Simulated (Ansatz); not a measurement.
Base system: MoSi2 (space group I4/mmm, No. 139; a = 3.174 Å, c = 7.779 Å; relaxed with 0.1 eV smearing).

Method: LDA (Ansatz, an electronic-structure program, PAW, no spin-orbit coupling).

For the base:

- Pressure = 0.0 GPa

One thing is altered: the cell is scaled by 1.0300 in all directions; the atoms relax in the strained cell.

**Question.** Estimate the effect on the largest internal atomic displacement, pressure and energy relative to the base.

**Answer.** The largest internal atomic displacement comes out as 0.013 Å; the pressure (mean of the normal stresses, compression positive) goes from zero to -16.4 GPa; the energy goes up by 67 meV/atom.

No phonon test of stability was made. All final runs are without spin polarisation.
